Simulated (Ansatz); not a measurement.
Structures of equal composition on the (111) surface of fcc Au: a layer of Ga in place of the second plane; a layer of Ga in place of the third plane. The slabs share one bottom face, and each structure is named by its start. These are constructed structures in small cells; real faces may alloy, dewet or reconstruct in larger ones, and not all known structures of the face are among them. Slabs of about 12 Å with all that they carry, Fermi-Dirac smearing of 0.1 eV. Bottom of the slabs: a bare face, its two planes held. Relaxed from the named starts with such symmetry as they have, on meshes of like density; energies extrapolated to zero smearing; no spin-orbit coupling, no U. Spin-polarised runs, if any, are marked in brackets, and their order is one that fits the cell; the others ran without spin.

Method: PBE (plane waves to 420 eV, PAW; Ansatz, an electronic-structure program).

**Question.** Order them by energy per 1x1 cell (lowest first) at the level PBE.

**Answer.** a layer of Ga in place of the second plane (0.000 eV), a layer of Ga in place of the third plane (0.021 eV)
